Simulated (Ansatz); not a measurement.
Given:

End structure of SiH2 on the (100) surface of germanium (p(2x2) alternately buckled dimers; a constructed slab, bottom: dihydride, held), one in a cell of 66 Å², started at the site 'over Ge at depth 1.6 Å':

```
CELL_PARAMETERS angstrom
      8.14587     0.00000     0.00000
      0.00000     8.14587     0.00000
      0.00000     0.00000    30.50000
ATOMIC_POSITIONS crystal
  Ge 0.25000 0.00000 0.34812
  Ge 0.75000 0.00000 0.34812
  Ge 0.25000 0.50000 0.34812
  Ge 0.75000 0.50000 0.34812
  Ge 0.25000 0.25000 0.39534
  Ge 0.75000 0.25000 0.39534
  Ge 0.25000 0.75000 0.39534
  Ge 0.75000 0.75000 0.39534
  Ge 0.99798 0.25025 0.44210
  Ge 0.50202 0.24975 0.44210
  Ge 0.99798 0.74975 0.44210
  Ge 0.50202 0.75025 0.44210
  Ge 0.99146 0.00000 0.48903
  Ge 0.50156 0.00000 0.48925
  Ge 0.99844 0.50000 0.48925
  Ge 0.50854 0.50000 0.48903
  Ge 0.24629 0.99504 0.53305
  Ge 0.74644 0.99491 0.53922
  Ge 0.25453 0.50998 0.53326
  Ge 0.75281 0.50252 0.53902
  Ge 0.25901 0.25177 0.57414
  Ge 0.74543 0.24875 0.58455
  Ge 0.23483 0.75434 0.58444
  Ge 0.74723 0.74757 0.59031
  Ge 0.01714 0.24965 0.62066
  Ge 0.48734 0.26452 0.62986
  Ge 0.00118 0.73753 0.64080
  Ge 0.48425 0.72009 0.63417
  Ge 0.08403 0.02047 0.67243
  Ge 0.38836 0.99472 0.65603
  Ge 0.10761 0.46199 0.67454
  Ge 0.42347 0.48418 0.68764
  H  0.39806 0.00000 0.31517
  H  0.10194 0.00000 0.31517
  H  0.89806 0.00000 0.31517
  H  0.60194 0.00000 0.31517
  H  0.39806 0.50000 0.31517
  H  0.10194 0.50000 0.31517
  H  0.89806 0.50000 0.31517
  H  0.60194 0.50000 0.31517
  Si 0.01715 0.24253 0.72568
  H  0.08350 0.22972 0.77157
  H  0.83325 0.23464 0.72883
```

Slab: 43 atoms, 11.3 Å thick at the start with caps and adatoms under the adsorbate (thin: gaps and levels are the slab's own); k 3x3x1, smearing 0.01 eV, dipole-corrected; single point; no symmetry held, on the structure that PBE left; no spin, no spin-orbit, no U, no dispersion correction. At the end it is bonded to 2 Ge. In PBE it is, or lies within 0.03 eV of, the lowest of the starts that converged; the order may differ at this level.

A negative adsorption energy means that the adsorbate is more stable on the surface than in its reference.

Problem. What adsorption energy against SiH4(g) − H2(g) at the same level does r2SCAN, at the PBE geometry (Ansatz, a program for electronic structure) give?

Solution. -0.19 eV

Problem. Estimate the change of the step from the bottom to the top vacuum level, against the clean slab that r2SCAN, at the PBE geometry returns for this input.

Solution. -0.003 eV
